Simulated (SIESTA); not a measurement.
# A self-consistent single point of Mo (Im-3m, 1 atom in the cell) with SIESTA

Computed with LDA PW92, numerical atomic orbitals DZP, PseudoDojo LDA standard norm-conserving potentials (rewritten from UPF to PSML) (SIESTA).

Input as run:

```
# files in the folder: Mo.psml (PseudoDojo LDA standard)
SystemName  Mo
SystemLabel Mo

NumberOfAtoms                1
NumberOfSpecies              1
%block ChemicalSpeciesLabel
  1 42 Mo
%endblock ChemicalSpeciesLabel
LatticeConstant              2.714340 Ang
%block LatticeVectors
    -0.577350295    0.577350295    0.577350295
     0.577350295   -0.577350295    0.577350295
     0.577350295    0.577350295   -0.577350295
%endblock LatticeVectors
AtomicCoordinatesFormat      Ang
%block AtomicCoordinatesAndAtomicSpecies
     0.000000000    0.000000000    0.000000000  1
%endblock AtomicCoordinatesAndAtomicSpecies

XC.functional                LDA
XC.authors                   PW92
PAO.BasisSize                DZP
PAO.EnergyShift              0.01 Ry
MeshCutoff                   300 Ry
%block kgrid.MonkhorstPack
    8   0   0  0.0
    0   8   0  0.0
    0   0   8  0.0
%endblock kgrid.MonkhorstPack
OccupationFunction           FD
ElectronicTemperature        0.1 eV

MaxSCFIterations             150
SCF.Mixer.Method             Broyden
SCF.Mixer.Weight             0.25
SCF.Mixer.History            6
SCF.DM.Tolerance             1.0E-04
Diag.ParallelOverK           true
WriteForces                  true
```

Log, with long lists cut:

```
reinit: Reading from file input.fdf

reinit: System Name: Mo
reinit: System Label: Mo

coor:   Atomic-coordinates input format  =     Cartesian coordinates
coor:                                          (in Angstroms)

siesta: Atomic coordinates (Bohr) and species
siesta:      0.00000   0.00000   0.00000  1        1

siesta: System type = bulk

initatomlists: Number of atoms, orbitals, and projectors:      1    19    18

siesta: ******************** Simulation parameters ****************************
redata: Spin configuration                          = none
redata: Time-Reversal Symmetry                      = T
redata: Number of Atomic Species                    =        1
redata: Mesh Cutoff                                 =   300.0000 Ry
redata: Net charge of the system                    =     0.0000 |e|
redata: Min. number of SCF Iter                     =        0
redata: Max. number of SCF Iter                     =      150
redata: SCF convergence failure will abort job
redata: SCF mix quantity                            = Hamiltonian
redata: Mix DM or H after convergence               =   F
redata: Recompute H after scf cycle                 =   F
redata: Mix DM in first SCF step                    =   T
redata: No kicks to SCF
redata: DM Mixing Weight for Kicks                  =     0.5000
redata: Require Harris convergence for SCF          =   F
redata: Harris energy tolerance for SCF             =     0.000100 eV
redata: Require DM convergence for SCF              =   T
redata: DM tolerance for SCF                        =     0.000100
redata: Require EDM convergence for SCF             =   F
redata: EDM tolerance for SCF                       =     0.001000 eV
redata: Require H convergence for SCF               =   T
redata: Hamiltonian tolerance for SCF               =     0.001000 eV
redata: Require (free) Energy convergence for SCF   =   F
redata: (free) Energy tolerance for SCF             =     0.000100 eV
redata: Using DFT-D3 dispersion                     =   F
redata: Using Saved Data (generic)                  =   F
redata: Method of Calculation                       = Diagonalization
redata: Electronic Temperature                      =  1160.4518 K
redata: Number of TDED substeps                     =        3
redata: Dynamics option                             = Single-point calculation
redata: Save all siesta data in one NC              =   F
redata: ***********************************************************************

%block SCF.Mixers
  Broyden
%endblock SCF.Mixers

%block SCF.Mixer.Broyden
  # Mixing method
  method broyden

  # Mixing options
  weight 0.2500
  weight.linear 0.2500
  weight.prime 0.2500
  history 6
%endblock SCF.Mixer.Broyden

DM_history_depth set to one: no extrapolation allowed by default for geometry relaxation
Size of DM history Fstack: 1
Total number of electrons:    14.000000
Total ionic charge:    14.000000

* ProcessorY, Blocksize:    1  20

* Orbital distribution balance (max,min):    19    19

k-point displ. along   1 input, could be:     0.00    0.50
k-point displ. along   2 input, could be:     0.00    0.50
k-point displ. along   3 input, could be:     0.00    0.50
 Kpoints in:          320 . Kpoints trimmed:          296

siesta: k-grid: Number of k-points = 296
siesta: k-points from Monkhorst-Pack grid
siesta: k-cutoff (effective) =    10.857 Ang
siesta: k-point supercell and displacements
siesta: k-grid:     8     0     0      0.000
siesta: k-grid:     0     8     0      0.000
siesta: k-grid:     0     0     8      0.000

diag: Algorithm                                     = D&C
diag: Parallel over k                               =   F
diag: Use parallel 2D distribution                  =   F
diag: Parallel block-size                           = 20
diag: Parallel distribution                         =     1 x     1
diag: Used triangular part                          = Lower
diag: Absolute tolerance                            =  0.100E-15
diag: Orthogonalization factor                      =  0.100E-05
diag: Memory factor                                 =  1.0000

superc: Internal auxiliary supercell:     9 x     9 x     9  =     729
superc: Number of atoms, orbitals, and projectors:    729  13851  13122

                        Single-point calculation

superc: Internal auxiliary supercell:     9 x     9 x     9  =     729
superc: Number of atoms, orbitals, and projectors:    729  13851  13122

outcell: Unit cell vectors (Ang):
       -1.567125    1.567125    1.567125
        1.567125   -1.567125    1.567125
        1.567125    1.567125   -1.567125

outcell: Cell vector modules (Ang)   :    2.714340    2.714340    2.714340
outcell: Cell angles (23,13,12) (deg):    109.4712    109.4712    109.4712
outcell: Cell volume (Ang**3)        :     15.3947
new_DM -- step:     1
Initializing Density Matrix...

Attempting to read DM from file... Failed...
DM filled with atomic data:

InitMesh: MESH = 24 x 24 x 24 = 13824
InitMesh: Mesh cutoff (required, used) =   300.000   324.106 Ry

stepf: Fermi-Dirac step function

        iscf     Eharris(eV)        E_KS(eV)     FreeEng(eV)     dDmax    Ef(eV) dHmax(eV)
   scf:    1    -1905.481832    -1912.752230    -1912.763077  0.507622 -2.463690  6.496102
   scf:    2    -1914.382407    -1913.618340    -1913.634642  0.219104 -3.032866  3.698342
   scf:    3    -1914.248181    -1914.038943    -1914.067148  0.238249 -3.724876  0.149900
   scf:    4    -1914.041261    -1914.040289    -1914.068119  0.008876 -3.703040  0.028513
   scf:    5    -1914.040359    -1914.040375    -1914.067992  0.006999 -3.703503  0.077034
   scf:    6    -1914.040387    -1914.040410    -1914.068166  0.003771 -3.720588  0.009894
   scf:    7    -1914.040384    -1914.040398    -1914.068168  0.000415 -3.722478  0.002319
   scf:    8    -1914.040389    -1914.040394    -1914.068168  0.000116 -3.723001  0.000164
   scf:    9    -1914.040394    -1914.040394    -1914.068168  0.000016 -3.723005  0.000112

SCF Convergence by DM+H criterion
max |DM_out - DM_in|         :     0.0000158276
max |H_out - H_in|      (eV) :     0.0001118898
SCF cycle converged after 9 iterations

Using DM_out to compute the final energy and forces

siesta: E_KS(eV) =            -1914.0404

siesta: E_KS - E_eggbox =     -1914.0404

siesta: Atomic forces (eV/Ang):
     1    0.000000    0.000000    0.000000
   Tot    0.000000    0.000000    0.000000
   Max    0.000000
   Res    0.000000    sqrt( Sum f_i^2 / 3N )
   Max    0.000000    constrained

Stress tensor Voigt[x,y,z,yz,xz,xy] (kbar):       69.07       69.07       69.07        0.00        0.00        0.00
(Free)E + p*V (eV/cell)    -1914.7318
Target enthalpy (eV/cell)    -1914.0682

siesta: Program's energy decomposition (eV):
siesta: Ebs     =      -401.758624
siesta: Eions   =      3397.485149
siesta: Ena     =       889.346059
siesta: Ekin    =       603.535236
siesta: Enl     =       232.620461
siesta: Eso     =         0.000000
siesta: Edftu   =         0.000000
siesta: DEna    =        35.581635
siesta: DUscf   =         1.384503
siesta: DUext   =         0.000000
siesta: Ex      =      -251.086805
siesta: Ec      =       -27.936333
siesta: Exc     =      -279.023138
siesta: Eharris =     -1914.040394
siesta: Etot    =     -1914.040394
siesta: FreeEng =     -1914.068168

siesta: Stress tensor (static) (eV/Ang**3):
siesta:     0.043108    0.000000    0.000000
siesta:     0.000000    0.043108    0.000000
siesta:     0.000000    0.000000    0.043108

siesta: Cell volume =         15.394689 Ang**3

siesta: Pressure (static):
siesta:                Solid            Molecule  Units
siesta:          -0.00046951         -0.00046951  Ry/Bohr**3
siesta:          -0.04310838         -0.04310838  eV/Ang**3
siesta:         -69.06723522        -69.06723522  kBar
```

The run converged in 9 iterations.

The starting cell has typed, rounded lattice constants, without a prior relaxation at this level. Its lattice was rescaled by up to half a per cent. Spin polarisation is off. Values carry the incompleteness of an atom-centred basis. With a pressure of about -7 GPa the cell is away from its equilibrium volume at this level.
